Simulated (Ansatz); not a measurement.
**A computed series for GaAs: alloy series**

Consider GaAs in the zinc blende structure (space group F-43m, No. 216; a = 5.667 Å).

The other end (x = 1) is InAs in the zinc blende structure (space group F-43m, No. 216): 28.50 Å³/atom, gap 0.08 eV.

In replaces a fraction x of Ga; each row is one arrangement (x, atoms in the cell, starting space group or random), fully relaxed.

All numbers come from r2SCAN in Ansatz (plane waves to 500 eV, PAW, spin-orbit coupling left out).

Candidates:
(a) x(In) = 0.75, 8 atoms, I-42m
(b) x(In) = 0.75, 8 atoms, P-43m
(c) x(In) = 0.5, 8 atoms, Pmn2_1
(d) x(In) = 0.5, 4 atoms, P-4m2

Base values:

The band gap is 0.96 eV.

Problem. Order them by band gap, highest first.

Solution. (c) x(In) = 0.5, 8 atoms, Pmn2_1 (0.34 eV), (d) x(In) = 0.5, 4 atoms, P-4m2 (0.30 eV), (a) x(In) = 0.75, 8 atoms, I-42m (0.23 eV), (b) x(In) = 0.75, 8 atoms, P-43m (0.21 eV)

Each cell is one ordered arrangement of few atoms, which overstates ordering effects compared with a random alloy. No phonon test of stability was made. A zero or small gap of In3GaAs4, InAs and InGaAs2 can be the functional's error rather than a property of the material.

Ansatz is a first-principles code.
